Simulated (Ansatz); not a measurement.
Worked calculations on one periodic cell of amorphous Ga₂₄O₃₈Ge: Ga24O38Ge, 63 atoms, volume 789.3 Å³, made by a melt-quench on the CHGNet potential and relaxed with DFT. O atoms were pushed apart under 1.9 Å during the dynamics, to hinder bonds among them. It is a model cell: composition and starting density were chosen by hand, and all elements were melted together. Cycles of charging were run to anneal it. Method: PBE, scalar-relativistic without spin-orbit coupling (plane waves to 420 eV, PAW; Ansatz, a program for electronic structure). Sampling: a 2×2×2 Γ-centred mesh; Fermi-Dirac width 0.02 eV; no spin polarisation. Its volume was held where the quench left it, its shape was free, and it stands at a mean pressure of -0.6 GPa with stress components up to 0.6 GPa; the relaxation ran on the zone centre alone. Its density went from a set 4.95 to 4.95 g/cm³. The cell is small and was quenched far faster than a real film, so it is one sample of the glass.

**Question.** Count formal charges (Ga +3, O -2, Ge +4). What does the count lead one to expect at the Fermi level, and what does the calculation give?

**Answer.** 24 × (+3) + 38 × (-2) + 1 × (+4) = 0. The charges balance, so the anion-derived valence states can be full and a gap can open. On this mesh the highest filled and lowest empty level lie 1.40 eV apart, the PBE gap of this cell, with a localised state at one edge or both.

Four energies for an added electron at PBE on the zone centre alone (charged cells in a uniform background, spin-polarised): neutral at the neutral geometry -116661.929 eV; charged at the neutral geometry -116654.427 eV; charged and relaxed -116654.450 eV; neutral at the charged geometry -116661.903 eV.

**Question.** Find the two relaxation energies and their sum, the reorganisation energy.

**Answer.** On charging: -116654.427 − (-116654.450) = 0.023 eV. On discharging: -116661.903 − (-116661.929) = 0.026 eV. The sum is 0.049 eV. The carrier's level spreads over 56 of the 63 atoms' worth, more than a fifth of the atoms or a third of the atoms of its main element (six at least), and the sum is small, so it counts as a band carrier, whose relaxation energy shrinks as the cell grows. PBE's self-interaction favours spread-out carriers, so a hybrid can localise more.
